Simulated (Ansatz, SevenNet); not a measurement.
For SiSn (model structure, started from the WC type, P-6m2, No. 187, 2 atoms in the cell), the machine-learned potential SevenNet-l3i5 (trained on PBE and PBE+U data) gives:

| Quantity | Result |
|---|---|
| lattice constant a | 3.935 Å |
| c axis length | 3.524 Å |

**Question.** What does PBE in Ansatz (plane waves, PAW) give for the same quantities?

**Answer.** 
- lattice constant a: 3.877 Å (falls by 1.5 %)
- lattice parameter c: 3.550 Å (goes up by 0.7 %)

Changes are worked out from the printed values.

Unless a cell is named, each level is at its own relaxed cell (SevenNet-l3i5 23.62, PBE 23.11 Å³/atom).

Ansatz's density-functional and Hartree–Fock values are scalar-relativistic unless marked +SOC, with PAW data made under PBE.

A model structure was made by putting elements into a prototype or built by hand; it is no filed structure, need not be a known phase, and can be a saddle point held by its symmetry.

Ansatz is a first-principles code.
